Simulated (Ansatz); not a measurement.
Reference: CdS (P6_3mc), PBEsol, rigid bands (plane waves, PAW, scalar-relativistic; Ansatz, a first-principles code); axes and stresses refer to this cell.

```
CELL_PARAMETERS angstrom
      4.12426     0.00000     0.00000
     -2.06213     3.57172     0.00000
      0.00000     0.00000     6.70920
ATOMIC_POSITIONS crystal
  Cd 0.66667 0.33333 0.50020
  Cd 0.33333 0.66667 0.00020
  S  0.66667 0.33333 0.87680
  S  0.33333 0.66667 0.37680
```

The hole conductivity mass comes out as 1.19 mₑ. The hole mass along x is 1.10 mₑ and the electron conductivity mass comes out as 0.133 mₑ.

Task: Change: functional r2SCAN on the same cell. What happens to hole conductivity mass, hole mass along x, electron conductivity mass?

Result: hole conductivity mass moves little, to 1.19 mₑ; hole mass along x moves little, to 1.09 mₑ; electron conductivity mass grows to 0.172 mₑ.

Masses are for dilute carriers at 300 K, harmonic means over directions unless an axis is named. Spin-orbit coupling is left out unless a row names it.
